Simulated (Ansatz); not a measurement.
Worked example: relaxation of cell and atoms of CuAgO2 (C2/m, 4 atoms in the cell) in Ansatz (a program for electronic structure).

Level of theory: PBEsol, default PAW files made with PBE (plane waves; Ansatz).

The change in words: atoms on their sites; basis.ecutwfc: 420 eV → 250 eV; relax: default → cell and atoms. Reference geometry:
```
CELL_PARAMETERS angstrom
      3.29558    -1.41972     0.00000
      3.29558     1.41972     0.00000
     -2.38086     0.00000     5.55598
ATOMIC_POSITIONS crystal
  Cu 0.50325 0.50325 0.50900
  Ag 0.00000 0.00000 0.00000
  O  0.87545 0.87545 0.28377
  O  0.12455 0.12455 0.71623
```

Reference input (self-consistent single point, DFT, PBEsol, plane waves, default PAW files made with PBE): basis.ecutwfc = 420 eV; kpoints.mp_grid.grid = 9 9 4; hamiltonian.xc = pbesol; hamiltonian.pseudopotentials = {kind: paw} (the program's default PAW files); scf.occupations.method = gaussian; scf.occupations.width = 0.1 eV. This run's input differs from it in these lines:

Ansatz 0.2 input:
```diff
@@ -7,3 +7,3 @@
   atoms:
-    - { symbol: Cu, position: [0.50325100, 0.50325100, 0.50899900] }
+    - { symbol: Cu, position: [0.50000000, 0.50000000, 0.50000000] }
     - { symbol: Ag, position: [0.00000000, 0.00000000, 0.00000000] }
@@ -12,3 +12,3 @@
 basis:
-  ecutwfc: 420.0
+  ecutwfc: 250.0
 kpoints:
@@ -20,2 +20,4 @@
   occupations: { method: gaussian, width: 0.1 }
+relax:
+  cell: {}
 output:
```

Output, abridged:

```
   [... SCF lines of the steps left out ...]
relax step   1: F+E_penalty+E_count = -15221.58755003 eV  Δ(F+E_penalty+E_count) = +0.000e0 eV  max|allowed force component| = 4.057e-1 eV/Å  Δτ_max = 0.0000 Å  P = -11.193 GPa  Ω = 51.990 Å³  (10 SCF iters, dr2 threshold 1.00e-7 eV, accepted)
relax step   2: F+E_penalty+E_count = -15223.92066118 eV  Δ(F+E_penalty+E_count) = -2.333e0 eV  max|allowed force component| = 2.271e-1 eV/Å  Δτ_max = 0.0145 Å  P = +29.368 GPa  Ω = 48.782 Å³  energy of the carried Pulay correction = +2.579e0 eV  (8 [...]
   [... lines left out ...]
relax step 120: F+E_penalty+E_count = -15221.78408452 eV  Δ(F+E_penalty+E_count) = -5.555e-3 eV  max|allowed force component| = 8.109e-4 eV/Å  Δτ_max = 0.0005 Å  P = +0.010 GPa  Ω = 46.351 Å³  energy of the carried Pulay correction = +5.513e-3 eV  [...]
relax step 121: F+E_penalty+E_count = -15221.77998874 eV  Δ(F+E_penalty+E_count) = +4.096e-3 eV  max|allowed force component| = 3.261e-3 eV/Å  Δτ_max = 0.0000 Å  P = -0.083 GPa  Ω = 46.351 Å³  stress off target by 3.52e-1 GPa  SCF on the basis [...]
basis re-selected at this cell: Δ(F+E_penalty+E_count) = +4.096e-3 eV, ΔP = -0.092 GPa vs the last step
   [... lines left out ...]
Free energy (F): -15221.779989 eV
Fermi energy:    11.963114 eV
Error: variable-cell relaxation did not converge after 121 `relax_step` rows, as none of its last 29 fresh-basis SCF(s) at a relaxed cell met both thresholds with a finite energy. The last misses `relax.cell.stress_tol`: largest allowed force component 3.26e-3 eV/Å (`relax.f_tol` 1.00e-2 eV/Å), stress off the target on the free part of the cell 3.52e-1 GPa (`relax.cell.stress_tol` 5.00e-2 GPa), F+E_penalty+E_count -15221.77998874 eV. The closest is row 121, whose structure comes with this error. Larger ratio of force or stress to its threshold at each such SCF whose figures are numbers: 143.393, 107.255, 69.716, 56.968, 57.881, 74.209, 79.186, 72.559, 65.550, 54.671, 50.252, [...]
   [... lines left out ...]
to start a new deck from the relaxed geometry:
  cell:  # Å, volume = 46.3507 Å³
    - [3.122725071344355, -1.40340479776917, 0.0799154731374617]
    - [3.122725071344355, 1.40340479776917, 0.0799154731374617]
    - [-2.121255963069039, 3.5473682345644956e-32, 5.233939671160421]
  atoms:
    - { symbol: Cu, position: [0.49999999999999994, 0.49999999999999994, 0.4999999999999999] }
    - { symbol: Ag, position: [-1.8092099515069133e-20, -1.8092099515068736e-20, -8.461211183518025e-21] }
    - { symbol: O, position: [0.8580530429844488, 0.8580530429844488, 0.2851594177748432] }
    - { symbol: O, position: [0.1419469570155516, 0.1419469570155516, 0.714840582225157] }
```

The relaxation ended unconverged. 

The starting cell comes from a database of computed structures (which also holds hypothetical and non-ambient phases and stackings), without a prior relaxation at this level. Its lattice was rescaled by up to half a per cent. The cutoff lies below the one recommended for these files.

Cost on one core of a shared machine: roughly 5 min.
